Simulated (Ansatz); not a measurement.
Take SnSe₂ in the CdI2 type structure (space group P-3m1, No. 164; a = 3.794 Å, c = 5.744 Å; layered, stacked along the Cartesian z axis) as the base. Axes: x lies along a and z along c of the hexagonal cell.

The values are results of DFT with PBEsol-D3(BJ), PAW potentials and a 420 eV plane-wave cutoff in Ansatz (a program for electronic structure), no spin-orbit coupling, not measurements.

For the base:

| Item | Result |
|---|---|
| Pressure | 0.0 GPa |
| Volume per atom | 23.86 Å³ |
| Band gap | zero |
| Gap character | absent |

Modification: compressive biaxial strain of 2.00 % in the plane normal to [001], as in epitaxy on a mismatched substrate; the out-of-plane cell vector and the atoms relax.

Task: What does the calculation give for the pressure after the change?

Result: The pressure (mean of the normal stresses, compression positive) goes from zero to 1.6 GPa.

Task: Predict the new volume per atom.

Result: The volume per atom falls by 0.39 Å³ (23.86 Å³ → 23.47 Å³).

Task: What does the calculation give for the band gap after the change?

Result: The band gap becomes 0.20 eV (base: zero).

Task: What does the calculation give for the gap character after the change?

Result: The gap character becomes indirect, K–Γ (80 % along) → k = (0, 0.400, -1/3) in the run's primitive reciprocal basis (base: absent).

Stability against distortions was not tested. All final runs are without spin polarisation. Gaps under 0.05 eV, about the width of the smearing, are given as zero. A zero or small gap of SnSe2 can be the functional's error rather than a property of the material.
